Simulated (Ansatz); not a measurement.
# AlN, response to strain

The parent structure is AlN in the wurtzite structure (space group P6_3mc, No. 186; a = 3.0888 Å, c = 4.9433 Å).

Strains are applied to the cell and any free atomic positions relax.

Computed with Kohn–Sham DFT with the LDA functional, run in Ansatz (an electronic-structure program) with PAW and 420 eV plane waves, no SOC.

Notes on the quantities. energy relative to the base: free energy F.

```csv
case,shortest interatomic distance,energy relative to the base,width of the top valence band,band gap
base,3.546 bohr,0 meV/atom,2.44 eV,4.42 eV
isotropic strain +0.60 %,3.567 bohr,+2.2 meV/atom,2.41 eV,4.26 eV
isotropic strain +1.20 %,3.589 bohr,+8.4 meV/atom,2.38 eV,4.10 eV
isotropic strain +1.80 %,3.611 bohr,+19 meV/atom,2.35 eV,3.95 eV
isotropic strain +2.40 %,3.632 bohr,+33 meV/atom,2.32 eV,3.80 eV
isotropic strain +3.00 %,3.654 bohr,+50 meV/atom,2.29 eV,3.65 eV
```

Stability against distortions was not tested.
